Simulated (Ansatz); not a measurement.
Functionals compared on the (100) surface of alpha tin in its 1x1 cell, outermost plane spacing 1.66 Å in the ideal cut, in Ansatz (plane waves, PAW). The structure was relaxed with PBE; the other rows are single points on it, each with its references at the same level. Cutoff 420 eV (500 eV for r2SCAN).

Set-up: 7 atoms, 10.0 Å thick at the start (thin: gaps and levels are the slab's own); mesh 8x8x1; 0.1 eV smearing; dipole correction on; all atoms relaxed; held to the start's symmetry, so lower structures may exist; no spin, no spin-orbit, no U. These notes are the PBE run's.

```tsv
functional	surface energy (J/m²)	work function of the top face (eV)	rough cost of the single point
PBE	0.89	4.51	–
LDA	1.08	4.73	roughly 100 core-seconds
PBEsol	1.01	4.56	roughly 90 core-seconds
RPBE	___	___	about 90 core-seconds (a rough figure)
r2SCAN	1.05	4.70	very roughly 2.7 core-minutes
```

### Question
Some entries are withheld; supply them.

### Answer

- RPBE, surface energy (J/m²): 0.79
- RPBE, work function of the top face (eV): 4.42

Ansatz is a program for electronic structure.
